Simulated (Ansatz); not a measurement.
The starting structures come from a database of crystals and need not be the phases stable at ambient conditions.

By LDA, the system below comes out a metal.

Data:

```yaml
crystal:
  lattice:
    - [3.04146, 0.00000, 0.00000]
    - [0.00000, 6.14685, 0.00000]
    - [0.00000, 0.00000, 3.13942]
  atoms:
    - { symbol: In, position: [0.00000, 0.00000, 0.99752] }
    - { symbol: Sb, position: [0.00000, 0.50000, 0.25248] }
```

Space group of this cell: Pmm2. The cell is taken as given; by LDA its mean pressure is -3.9 GPa.

The current flows along the normal of the first two printed cell vectors. No spin-orbit coupling; the value is a mean over 0.1 eV about the Fermi level.

**Question.** State the ballistic conductance per area according to LDA in Ansatz (an electronic-structure program).

**Answer.** 0.81 × 10¹⁵ S/m² for both spins.
